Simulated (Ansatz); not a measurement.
Consider SrTiO₃ in the cubic perovskite structure (space group Pm-3m, No. 221; a = 3.936 Å).

The values are results of PBE in Ansatz (plane waves to 420 eV, PAW, no SOC), not measurements.

Before the change:

* **Band gap**: 1.84 eV
* **Width of the top valence band**: 1.01 eV

Perturbation: every lattice vector is shortened by 1.80 %; the atoms relax in the strained cell.

Task: How does this affect the band gap and width of the top valence band?

Result: The band gap increases by 0.103 eV to 1.95 eV; the width of the top valence band goes up by 0.04 eV (1.01 eV → 1.05 eV).

Whether these cells are dynamically stable was not tested. All final runs are without spin polarisation. Many cubic perovskites are stable only at high temperature; tilts and polar distortions were not tested.

Ansatz is a quantum-chemistry and plane-wave program.
